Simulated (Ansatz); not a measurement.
# Effective masses and thermopower of BN under load (space group I-4m2)

Here is the system:

```
CELL_PARAMETERS angstrom
      0.00000     1.79189     1.86999
      1.79189     0.00000     1.86999
      1.79189     1.79189     0.00000
ATOMIC_POSITIONS crystal
  B  0.00000 0.00000 0.00000
  N  0.25000 0.25000 0.25000
```

Calculation: HSE06, rigid bands (plane waves, PAW, scalar-relativistic; Ansatz, an electronic-structure program). Condition of this run: uniaxial stress along [001] of -27 GPa (compression positive) (the target of the relaxation). Geometry: cell and atoms relaxed with PBEsol, then loaded as said.

```json
{
 "band_gap": "5.38 eV",
 "electron conductivity mass (300 K, dilute)": "0.43 (x), 0.43 (y), 0.30 (z) mₑ",
 "hole conductivity mass (300 K, dilute)": "0.52 (x), 0.52 (y), 0.54 (z) mₑ",
 "effective density of states N_c (300 K)": "1.4e19 cm⁻³",
 "effective density of states N_v (300 K)": "4.2e19 cm⁻³",
 "density_of_states_mass_electrons": "0.67 mₑ",
 "density_of_states_mass_holes": "1.42 mₑ",
 "Seebeck coefficient, n-type 1e19 cm⁻³, 300 K": "-245 μV/K",
 "best n-type power factor at 300 K for τ = 10 fs (best axis; densities from 1e16 to 1e21 cm⁻³ tried, whether or not they can be reached)": "7.3 μW/(cm·K²) at 3e19 cm⁻³",
 "Seebeck coefficient, p-type 1e19 cm⁻³, 300 K": "335 μV/K",
 "best p-type power factor at 300 K for τ = 10 fs (best axis; densities from 1e16 to 1e21 cm⁻³ tried, whether or not they can be reached)": "12.2 μW/(cm·K²) at 1e20 cm⁻³"
}
```

Rigid bands; masses and Seebeck coefficients take one relaxation time τ for all states and one kind of carrier; polarons and phonon drag are left out. Spin-orbit coupling is left out. Geometry: cell and atoms relaxed with PBEsol.
